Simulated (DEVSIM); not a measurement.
Structure: illuminated Ge n-on-p cell, one wavelength, with a back-surface field, at 300 K.

Layer 1 from the left is Ge, thickness (μm) 0.190, Nd (cm⁻³) 3.9e18, τn (s) 4.9e-8, τp (s) 5e-8, absorption coefficient (cm⁻¹) 93000. Layer 2 from the left is Ge, thickness (μm) 31.0, Na (cm⁻³) 1.4e17, τn (s) 5.2e-7, τp (s) 5.2e-7, absorption coefficient (cm⁻¹) 93000. Layer 3 from the left is Ge, thickness (μm) 0.750, Na (cm⁻³) 1e18, τn (s) 5.2e-7, τp (s) 5.2e-7, absorption coefficient (cm⁻¹) 93000.

Left contact: ohmic, minority hole recombination velocity 5e6 cm/s. Right contact: ohmic, minority electron recombination velocity 6e5 cm/s. Voltage is applied to the left contact. Recombination: SRH at mid-gap, radiative, Auger. Light enters at the left, 4.3e17 photons cm⁻² s⁻¹, one pass, no reflection. Mobility is μmin + (μ − μmin)/(1 + (N/Nref)^α).

The device is made up for the run: typed textbook-type constants, with dimensions and the other settings drawn at random. Values at 300 K.

Ge: gap (eV) 0.664, affinity (eV) 4, permittivity 16, Nc (cm⁻³) 1.04e19, Nv (cm⁻³) 6e18, μn (cm²/Vs) 3900, μp (cm²/Vs) 1900, μn,min 150, μp,min 100, Nref,n 2.6e17, Nref,p 4e17, αn 0.56, αp 0.6, B (cm³/s) 6.4e-14, Cn (cm⁶/s) 1e-31, Cp (cm⁶/s) 1e-31.

DEVSIM, 1D drift-diffusion, Boltzmann statistics, complete ionisation; no tunnelling, impact ionisation, image-force lowering or self-heating.

Dark forward current:

| |V| (V) | |J| (A/cm²) |
|---|---|
| 0.05 | 0.0001134 |
| 0.10 | 0.0008695 |
| 0.15 | 0.006027 |
| 0.20 | 0.04149 |
| 0.25 | 0.2859 |
| 0.30 | 1.967 |
| 0.35 | 13.24 |
| 0.40 | 79.43 |
| 0.45 | 352.6 |
| 0.50 | 1112 |
| 0.55 | 2713 |

Problem. Work out the local ideality factor n = ΔV / (kT/q · ln(J2/J1)) between the rows 0.15 and 0.20 V, 0.20 and 0.25 V, 0.50 and 0.55 V.

Solution. kT/q = 25.85 mV. From 0.15 to 0.20 V: ln(0.04149/0.006027) = 1.929, n = 1.00, near the 1 of diffusion or emission over a barrier. From 0.20 to 0.25 V: ln(0.2859/0.04149) = 1.930, n = 1.00, near the 1 of diffusion or emission over a barrier. From 0.50 to 0.55 V: ln(2713/1112) = 0.892, n = 2.17.

Problem. What current could the absorbed light give at most, and what share is collected?

Solution. Σ αd = 297, so qΦ(1 − exp(−Σ αd)) = 68.9 mA/cm². The simulated short-circuit current is 36.75 mA/cm², a share of 0.53.

Problem. Estimate the open-circuit voltage by superposition: the voltage at which the dark current equals that short-circuit current.

Solution. Interpolating ln J in the table gives 0.197 V. The simulation gives 0.197 V, the same within the digits that matter. Superposition holds where collection doesn't change with voltage.
